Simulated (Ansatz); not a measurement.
# PbTe: response to strain

Take PbTe in the rock salt structure (space group Fm-3m, No. 225) as the base.

```
CELL_PARAMETERS angstrom
      0.00000     3.22104     3.22104
      3.22104     0.00000     3.22104
      3.22104     3.22104     0.00000
ATOMIC_POSITIONS crystal
  Te 0.50000 0.50000 0.50000
  Pb 0.00000 0.00000 0.00000
```

Cartesian axes are those of the cell as printed.

Strains are applied to the cell and any free atomic positions relax; under biaxial strain the out-of-plane vector relaxes too.

All numbers come from plane-wave PAW DFT at the PBEsol level (Ansatz, a program for electronic structure, 420 eV), scalar-relativistic without spin-orbit coupling.

Notes on the quantities. energy relative to the base: free energy F.

```tsv
biaxial strain, plane normal [111], relaxed out of plane (%)	energy relative to the base (meV/atom)
-2.5	8.5
-2.08	5.8
-1.67	3.7
-1.25	2.1
-0.83	?
-0.42	0.2
0	0.0
```

Problem. Fit ΔE = Aε² + Bε³ (ε in %) to the rows shown and predict the withheld row.

Solution. Least squares on the printed values gives A = 1.28 and B = -0.032 meV/atom (largest residual 0.0 meV/atom); this predicts 0.9 meV/atom, and the run gives 0.9 meV/atom, in agreement.

Whether these cells are dynamically stable was not tested.
